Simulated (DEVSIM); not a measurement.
Device: abrupt Si p-n junction, at 300 K.

```tsv
layer (left to right)	material	thickness (μm)	Nd (cm⁻³)	Na (cm⁻³)	τn (s)	τp (s)
1	Si	2.80	-	1.5e17	3.7e-6	3.7e-6
2	Si	11.0	8.8e15	-	3.7e-6	3.7e-6
```

Left contact: ohmic. Right contact: ohmic. Voltage is applied to the left contact. Recombination: SRH at mid-gap, radiative, Auger. Mobility is μmin + (μ − μmin)/(1 + (N/Nref)^α).

The device is made up for the run: typed textbook-type constants, with dimensions and the other settings drawn at random. Values at 300 K; Nc and Nv go as T^1.5, mobilities as T to minus their exponent, the gap by Varshni's rule with the affinity fixed.

```csv
parameter,Si
gap (eV),1.124
affinity (eV),4.05
permittivity,11.7
Nc (cm⁻³),2.86e19
Nv (cm⁻³),3.1e19
μn (cm²/Vs),1417
μp (cm²/Vs),470
"μn,min",52
"μp,min",45
"Nref,n",9.7e16
"Nref,p",2.2e17
αn,0.68
αp,0.72
T exponent of μn,2.3
T exponent of μp,2.2
B (cm³/s),4.7e-15
Cn (cm⁶/s),2.8e-31
Cp (cm⁶/s),9.9e-32
Varshni α (eV/K),0.000473
Varshni β (K),636
```

Simulated with DEVSIM: 1D drift-diffusion, Boltzmann statistics, complete ionisation; no tunnelling, impact ionisation, image-force lowering or self-heating.

The temperature was swept, all else fixed.

```
temperature (K)  dark forward voltage at 100 A/cm² (V)  dark forward voltage at 1 A/cm² (V)  potential step across the device at zero bias (V)  largest field in the device at zero bias (V/cm)
---------------  -------------------------------------  -----------------------------------  -------------------------------------------------  -----------------------------------------------
250                                              0.848                                0.730                                              0.859                                            46000
300                                              0.775                                0.628                                              0.777                                            44000
350                                                ___                                  ___                                              0.692                                            42000
400                                              0.621                                0.417                                              0.604                                            40000
450                                              0.542                                0.308                                              0.514                                            38000
500                                              0.462                                0.199                                              0.421                                            37000
```

Q: Complete the blanks.

A: 
- 350, dark forward voltage at 100 A/cm² (V): 0.697
- 350, dark forward voltage at 1 A/cm² (V): 0.524
